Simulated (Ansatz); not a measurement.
# TlBr: band gap against strain

TlBr (CsCl type, Pm-3m, 28.301 Å³/atom at rest) under an equal strain ε in the (001) plane with the normal axis free, as in a coherent film. LDA in Ansatz, a plane-wave DFT program (PAW, default set), 420 eV, 9×9×9 Γ-centred mesh, Fermi-Dirac smearing 0.05 eV; ions are relaxed within the symmetry of each cell. Gaps are the smallest over the k-mesh and a band path, without spin-orbit coupling; in all rows the valence edge lies at about 0.8 Å⁻¹ from Γ and the conduction edge at about 0.8 Å⁻¹ from Γ.

Here s stands for strain and Eg for gap.

```csv
strain (%),gap (eV)
0.00,1.37
0.50,1.33
1.00,1.29
1.50,1.26
3.00,?
```

Taking a straight line for Eg over the 4 complete rows: Means: s 0.75000, Eg 1.312. About the means, the sum of products is -0.092500 and the sum of squares of s is 1.2500; the slope is their ratio. Least squares gives Eg = 1.368 - 0.0740·s. Residuals (row less fit): 0.002, -0.001, -0.004, 0.003; standard error 0.004 (degrees of freedom: 2). Over these rows the gap moves by -7.4 ± 0.3 eV per unit strain.

Q: Predict the withheld Eg at s = 3.00 from the fit, and compare with the calculation.

A: Eg = 1.368 - 0.0740 × 3.0 = 1.146 eV. The calculation gives 1.19 eV, 0.044 eV above the prediction (24.4 % of the range of Eg in the table). The row lies outside the fitted rows, so this is an extrapolation. The fitted rows scatter only by rounding.

One order more, fitted to all 7 runs of the series, follows each within 0.01, so the miss is the next term of a smooth law. The primitive cell can neither tilt nor turn polar against its symmetry, as such crystals can under strain. Spin-orbit coupling is left out, which can shift this property for TlBr. Rows are the converged runs of the series near zero and its far end; series whose fitted rows scatter by over a few per cent of the range, as at a crossing or softening among them, aren't shown in this form. Most that stay on the fit to the last digits aren't either.
